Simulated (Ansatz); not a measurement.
A computed series for hypothetical anti-perovskite Mg3SnO: response to strain

The reference is Mg3SnO in the anti-perovskite structure (space group Pm-3m, No. 221; a = 4.347 Å; a hypothetical phase, not in the database extracts checked). Axes: x, y, z lie along the cube axes.

Strains are applied to the cell and any free atomic positions relax; under biaxial strain the out-of-plane vector relaxes too.

All numbers come from Ansatz (a program for electronic structure) PBEsol, no SOC.

Notes on the quantities. energy relative to the base: free energy F; pressure: mean of the normal stresses, compression positive.

| variant | energy relative to the base | shortest interatomic distance | pressure | space group |
|---|---|---|---|---|
| base | 0 meV/atom | 4.107 bohr | 0.0 GPa | Pm-3m (No. 221) |
| biaxial strain −3.81 %, plane normal [110], relaxed out of plane | +26 meV/atom | 3.951 bohr | 4.7 GPa | Cmmm (No. 65) |
| isotropic strain +0.71 % | +1.7 meV/atom | 4.136 bohr | -1.5 GPa | Pm-3m (No. 221) |
| uniaxial strain ε_zz = +1.09 % | +0.8 meV/atom | 4.107 bohr | -0.8 GPa | P4/mmm (No. 123) |
| tensor shear ε_xy = −0.40 % | +0.2 meV/atom | 4.107 bohr | 0.0 GPa | Cmmm (No. 65) |

Without a gap, meshes like the base's 11×11×11 leave anisotropic stresses uncertain by several tenths of a GPa, and small strain energies with them. No phonon test of stability was made. All final runs are without spin polarisation.
